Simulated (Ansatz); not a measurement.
composition SnGe15, cell Sn4Ge60, brought to this temperature after a much hotter stage [in the run: it was liquid; mean temperature 1341 K (target 1290 K); density 5.16 g/cm³; one k-point, which a denser mesh shifts by 0.1 GPa in pressure and 0.09 eV/Å in forces]. The atoms began on random sites, so units and networks may differ from a laboratory melt's. Bonds are counted up to Ge-Ge 3.86 Å, Ge-Sn 4.02 Å, Sn-Sn 4.54 Å.

Q: What distribution of Ge-Ge-Ge angles does PBE run with Ansatz (an electronic-structure program) give?

A: mean 96°, standard deviation 34°.
| angle (°) | p (1/°) |
|---|---|
| 1.5 | 0.0000 |
| 4.5 | 0.0000 |
| 7.5 | 0.0000 |
| 10.5 | 0.0000 |
| 13.5 | 0.0000 |
| 16.5 | 0.0000 |
| 19.5 | 0.0000 |
| 22.5 | 0.0000 |
| 25.5 | 0.0000 |
| 28.5 | 0.0000 |
| 31.5 | 0.0000 |
| 34.5 | 0.0001 |
| 37.5 | 0.0008 |
| 40.5 | 0.0033 |
| 43.5 | 0.0071 |
| 46.5 | 0.0095 |
| 49.5 | 0.0104 |
| 52.5 | 0.0106 |
| 55.5 | 0.0102 |
| 58.5 | 0.0095 |
| 61.5 | 0.0090 |
| 64.5 | 0.0086 |
| 67.5 | 0.0086 |
| 70.5 | 0.0086 |
| 73.5 | 0.0087 |
| 76.5 | 0.0091 |
| 79.5 | 0.0092 |
| 82.5 | 0.0095 |
| 85.5 | 0.0096 |
| 88.5 | 0.0096 |
| 91.5 | 0.0095 |
| 94.5 | 0.0095 |
| 97.5 | 0.0095 |
| 100.5 | 0.0094 |
| 103.5 | 0.0093 |
| 106.5 | 0.0093 |
| 109.5 | 0.0090 |
| 112.5 | 0.0088 |
| 115.5 | 0.0085 |
| 118.5 | 0.0083 |
| 121.5 | 0.0080 |
| 124.5 | 0.0078 |
| 127.5 | 0.0074 |
| 130.5 | 0.0072 |
| 133.5 | 0.0069 |
| 136.5 | 0.0064 |
| 139.5 | 0.0062 |
| 142.5 | 0.0056 |
| 145.5 | 0.0053 |
| 148.5 | 0.0049 |
| 151.5 | 0.0046 |
| 154.5 | 0.0040 |
| 157.5 | 0.0037 |
| 160.5 | 0.0031 |
| 163.5 | 0.0027 |
| 166.5 | 0.0022 |
| 169.5 | 0.0017 |
| 172.5 | 0.0013 |
| 175.5 | 0.0007 |
| 178.5 | 0.0003 |
